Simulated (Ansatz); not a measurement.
Here is the system:

```yaml
crystal:
  lattice:
    - [3.17904, 0.00000, 0.00000]
    - [-1.58952, 2.75313, 0.00000]
    - [0.00000, 0.00000, 5.21546]
  atoms:
    - { symbol: Ga, position: [0.66667, 0.33333, 0.49975] }
    - { symbol: Ga, position: [0.33333, 0.66667, 0.99975] }
    - { symbol: N, position: [0.66667, 0.33333, 0.87525] }
    - { symbol: N, position: [0.33333, 0.66667, 0.37525] }
```

Computed with PBEsol with spin-orbit coupling, rigid bands (plane waves, PAW; Ansatz, a program for electronic structure). Condition of this run: uniaxial stress zz = -2 GPa (compression positive) (the target of the relaxation). How the cell was made: cell and atoms relaxed with PBEsol, then loaded as said.

Task: What conductivity effective mass do dilute electrons have at 300 K?

Result: 0.184 (x), 0.184 (y), 0.163 (z) mₑ.

Task: Predict the hole conductivity mass (n e² τ/σ) at 300 K, by direction if it differs.

Result: 1.30 (x), 1.30 (y), 1.95 (z) mₑ.

Task: And the band gap?

Result: 1.82 eV at this level; semilocal functionals usually fall short of the measured gap.

Rigid bands, one relaxation time for all states, no polarons.
